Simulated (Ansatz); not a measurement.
The parent structure is WC (space group P-6m2, No. 187; relaxed with 0.1 eV smearing).

```xyz
2
Lattice="2.9131 0.0000 0.0000 -1.4565 2.5228 0.0000 0.0000 0.0000 2.8358" Properties=species:S:1:pos:R:3 pbc="T T T"
W      0.0000     0.0000     0.0000
C      1.4565     0.8409     1.4179
```

Cartesian axes are those of the cell as printed.

Method: plane-wave PAW DFT at the r2SCAN level (Ansatz, a quantum-chemistry and plane-wave program, 500 eV), no spin-orbit coupling, earlier PAW set.

Before the change:

| Property | Value |
|---|---|
| Shortest interatomic distance | 2.200 Å |

It is then changed as follows: uniaxial stress, 5 GPa tension along x; all other stress components relax to zero.

Q: How does this affect the secant Young's modulus along x, mean lateral Poisson ratio, shortest interatomic distance and energy relative to the base?

A: The secant Young's modulus along x comes out as 630 GPa; the mean lateral Poisson ratio comes out as 0.21; the shortest interatomic distance stays essentially unchanged (2.200 Å against 2.198 Å); the energy rises by 1.3 meV/atom.

Load acts through the strain it causes; cell and atoms are relaxed under it. Beyond what the load breaks, stability against distortions was not tested. The final runs are not spin-polarised.
